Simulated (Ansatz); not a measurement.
V_C in 6H silicon carbide (start: the C(k2) site; 144-site cell, 2×2×1 shifted sampling), charge +2. Calculation: PBE, PAW (plane waves to 420 eV; Ansatz, a program for electronic structure).

* **total energy of the defect cell**: -63641.8768 eV
* **total energy of the perfect cell**: -63875.6803 eV
* **μ(C) in graphite, atoms added −1**: -250.9442 eV
* **Δμ(C), C-rich**: 0.000 eV
* **valence-band maximum on the cell's zero**: 9.344 eV
* **image correction with alignment**: 0.434 eV
* **Fermi level above the maximum**: 0.60 eV

Q: Work out the formation energy.

A: E_f = E(defect) − E(perfect) − Σ n μ + q (E_VBM + E_F) + E_corr = 233.804 − (250.944) + (19.887) + (0.434) = 3.18 eV.
